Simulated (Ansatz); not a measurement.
# ZnSe in the zinc blende structure (space group F-43m, No. 216)

ZnSe is modelled in the cubic space group F-43m (No. 216), the zinc blende structure, Pearson symbol cF8. Lattice parameters: a = 5.6333 Å, b = 5.6333 Å, c = 5.6333 Å, α = 90.00°, β = 90.00°, γ = 90.00°. Zn on 4a sees 4 Se at 2.439 Å (tetrahedral). Se on 4d sees 4 Zn at 2.439 Å (tetrahedral). (Neighbours: up to the widest gap in distance over summed covalent radii, below 1.35, at either atom; cation-cation and far metal-metal contacts left out.)
(The calculation used a cell of 2 atoms; values per cell refer to that cell.)

Calculations: DFT with PBEsol, PAW potentials and a 420 eV plane-wave cutoff in Ansatz (an electronic-structure program), no SOC. Γ-centred 10×10×10 mesh, Fermi–Dirac width 0.05 eV.

| Quantity | Result |
|---|---|
| Volume per atom | 22.35 Å³ |
| Density | 5.36 g/cm³ |
| Band gap | 1.24 eV, direct at Γ |
| Electron mass | 0.091 mₑ |
| Hole mass (degenerate bands, along [100]) | 0.096, 0.58, 0.58 mₑ |
| Lowest conduction-band minima above the VBM | Γ 1.24 eV; L along ⟨111⟩ 2.48 eV |
| Total energy | -4353.228 eV/atom (σ→0; compares only within this code and set-up) |

Effective masses come from finite differences of ±0.01 Å⁻¹. Whether these cells are dynamically stable was not tested.
